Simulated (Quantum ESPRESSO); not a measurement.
Troubleshooting Quantum ESPRESSO: a failed run on AlTeO4 (Pbcn, 24 atoms in the cell). The aim is a self-consistent single point with DFT, PBEsol, plane waves, GBRV 1.5 ultrasoft (PBESOL) pseudopotentials.

Cell that was meant: a = 4.6334 Å, b = 11.7171 Å, c = 4.9904 Å, α = 90.00°, β = 90.00°, γ = 90.00°.

Part of the input:

```fortran
&SYSTEM
  ibrav = 0,
  celldm(1) = 8.755792775,
  nat = 25,
  ntyp = 3,
  ecutwfc = 40,
  ecutrho = 200,
```

Log, with long lists cut:

```
     This program is part of the open-source Quantum ESPRESSO suite
     for quantum simulation of materials; please cite

 %%%%%%%%%%%%%%%%%%%%%%%%%%%%%%%%%%%%%%%%%%%%%%%%%%%%%%%%%%%%%%%%%%%%%%%%%%%%%%
     Error in routine read_cards (25):
     wrong number of columns in ATOMIC_POSITIONS
 %%%%%%%%%%%%%%%%%%%%%%%%%%%%%%%%%%%%%%%%%%%%%%%%%%%%%%%%%%%%%%%%%%%%%%%%%%%%%%

     stopping ...
```

**Question.** Read the log: what does the program object to, and what is the fix?

**Answer.** The fault is an atom count that does not match the list of atoms; here the program stops on it instead of giving results. To fix it, make the count match the list. The program stopped before any SCF iteration.

The sound input it was made from differs as follows (other fixes are possible):
```diff
-  nat = 25,
+  nat = 24,
```

With that input, the run converged in 12 iterations: free energy E − TS -8826.0312 eV; Fermi level (on the code's own zero) 7.66 eV; pressure -6.82 GPa; largest force (vector length) 0.536 eV/Å (DFT, PBEsol, plane waves, GBRV 1.5 ultrasoft (PBESOL) pseudopotentials).

On the sound input: the starting cell comes from a database of computed structures (which also holds hypothetical and non-ambient phases and stackings), without a prior relaxation at this level. Its lattice was rescaled by a random factor within 2.5 % of one. With a pressure of about -7 GPa the cell is away from its equilibrium volume at this level. The run gives no clean gap (levels at the Fermi energy touch, overlap or are partly filled at this smearing), which alone does not show that the compound is a metal.
